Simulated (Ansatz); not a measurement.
An Ansatz (a quantum-chemistry and plane-wave program) run: AgCl with a change (pressure 4.5 GPa); PBEsol in Ansatz (plane waves to 420 eV, PAW, no SOC).

Input:

Ansatz 0.2 input:
```yaml
crystal:
  lattice:
    - [3.2979537406, 0, 0]
    - [0, 3.2979537406, 0]
    - [0, 0, 3.2979537406]
  atoms:
    - { symbol: Ag, position: [0, 0, 0] }
    - { symbol: Cl, position: [0.5, 0.5, 0.5] }
basis: { ecutwfc: 420, ecutrho_ratio: 4, xc_grid: 2, fft_grid_basis: typed }
kpoints: { mp_grid: { grid: [10, 10, 10] } }
hamiltonian:
  xc: pbesol
  dispersion: none
  pseudopotentials: { kind: paw }
scf: { occupations: { method: fermi_dirac, width: 0.05 } }
relax: { f_tol: 0.01, max_steps: 60, cell: { stress_tol: 0.02, p_target: 4.5 } }
output: { forces: true, stress: true }
checkpoint: { write: state.ck, write_every: 1000 }
```

Output (explanatory and most iteration lines left out):

```
Relaxation: its limit of steps is 60 (relax.max_steps)
Pseudopotential: Ag, paw, valence charge 19
Pseudopotential: Cl, paw, valence charge 7
Crystal: 2 atoms, lattice volume = 35.870 Å³
Basis set: ecut = 420 eV, 739 PW (Γ), exchange–correlation on 48×48×48 points (8 copies of the dense FFT grid, shifted against one another)
Bands: 17, of which v1, the nominal top of the filled ones, is band 13 counted from 1 (12 counted from 0)
Symmetry: 48 space group operations
Space group: Pm-3m (ITA 221), of the structure as read, at distance tolerance 3.3e-5 Å
k-points: 56 of 1000
Functional: x = pbesol(κ = 0.804, μ = 0.12345679012345678), c = pbesol(β = 0.046)
SCF iter   1: F=—  HF=-8583.563777 eV  |F-HF|=—  |Δ(HF+E_count)|=         —  Δρ=7.12e-3  dr2=1.79e-2  ethr=1.77e-3  ⟨swp⟩=5.3  Hψ=4485  notcnv=0
SCF iter   2: F=—  HF=-8583.558655 eV  |F-HF|=—  |Δ(HF+E_count)|=   5.12e-3  Δρ=2.24e-3  dr2=8.63e-4  ethr=6.87e-5  ⟨swp⟩=2.2  Hψ=2107  notcnv=0
SCF 1 converged in 6 iterations: F = -8583.558432 eV  dr2 = 2.67e-8
relax step   1: F+E_penalty+E_count = -8583.55843246 eV  Δ(F+E_penalty+E_count) = +0.000e0 eV  max|allowed force component| = 1.611e-30 eV/Å  Δτ_max = 0.0000 Å  P = +2.102 GPa  Ω = 35.870 Å³  (6 SCF iters, dr2 threshold 1.00e-7 eV, accepted)
[... steps on the carried basis left out ...]
relax step   5: F+E_penalty+E_count = -8583.53724289 eV  Δ(F+E_penalty+E_count) = +1.686e-4 eV  max|allowed force component| = 1.972e-31 eV/Å  Δτ_max = 0.0000 Å  P = +4.499 GPa  Ω = 34.830 Å³  stress off target by 1.15e-3 GPa  SCF on the basis re-selected at this cell (its energy is not comparable with the rows above)  (6 SCF iters)
SCF converged after 6 iterations
Free energy (F): -8583.537243 eV
Internal energy: -8583.537207 eV  (E = F + TS)
E sigma→0 (E₀):  -8583.537225 eV
Entropy (-TS):   -0.000036 eV (-0.018 meV/atom)
Fermi energy:    11.400709 eV
--- Forces (eV/Å), atoms counted from 1 ---
  atom   1  Ag    -0.00000000    -0.00000000     0.00000000
  atom   2  Cl     0.00000000     0.00000000     0.00000000
--- Stress (GPa, compression-positive) ---
        4.498851       0.000000       0.000000
        0.000000       4.498851      -0.000000
        0.000000      -0.000000       4.498851
  P = ⅓ Tr σ = 4.4989 GPa (44.989 kbar)
--- Relaxed structure (4 steps of the walk, 4 accepted, 1 SCFs on fresh bases) ---
  cell:  # Å, volume = 34.8303 Å³
    - [3.265769929895583, -8.345696425678021e-34, 0.0]
    - [-5.7777898331617076e-34, 3.265769929895583, -1.6049416203226962e-34]
    - [1.2839532962581574e-34, -1.6049416203226962e-34, 3.265769929895583]
  atoms:
    - { symbol: Ag, position: [8.575442999970729e-48, -1.338281189803798e-35, -1.4599431161494004e-35] }
    - { symbol: Cl, position: [0.5, 0.5, 0.5] }
```

Load acts through the strain it causes; cell and atoms are relaxed under it. Stability against distortions was not tested. The cell was made from AgCl in the CsCl type structure (space group Pm-3m, No. 221; a model cell, its experimental status unchecked) by this change: pressure 4.5 GPa. This is not the structure that AgCl has at room temperature and ambient pressure.
